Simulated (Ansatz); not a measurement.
As (Pm-3m, No. 221, 1 atoms in the cell; start mp-10; another form than the element's usual one) was calculated with r²SCAN in Ansatz (PAW).

Numerical settings: plane-wave cutoff 560 eV, 20×20×20 k mesh, Fermi–Dirac smearing 0.05 eV, scalar-relativistic PAW data made under PBE.

Cell (relaxed at this level):

```cif
data_As
_chemical_formula_sum 'As1'
_space_group_name_H-M_alt 'P 1'
_space_group_IT_number 1
_cell_length_a 2.70457
_cell_length_b 2.70457
_cell_length_c 2.70457
_cell_angle_alpha 90.000
_cell_angle_beta 90.000
_cell_angle_gamma 90.000
loop_
_space_group_symop_operation_xyz
  'x, y, z'
loop_
_atom_site_label
_atom_site_type_symbol
_atom_site_fract_x
_atom_site_fract_y
_atom_site_fract_z
_atom_site_occupancy
As1 As 0.50000 0.50000 0.50000 1
```

Problem. Estimate the bulk modulus that the calculation returns.

Solution. 
- bulk modulus = 84.0 GPa

The run finds no gap.

Note: the bulk modulus is −V dP/dV from two relaxed cells at ±2 % in volume; the relaxation could not lower the start's symmetry, so the cell can be a saddle point above a distorted one.

The computed numbers hold no vibrational or temperature effects.

It cost roughly 28 core-seconds of CPU time.

A start named mp-… is a Materials Project structure, which need not be a measured phase.

Ansatz is a quantum-chemistry and plane-wave program.
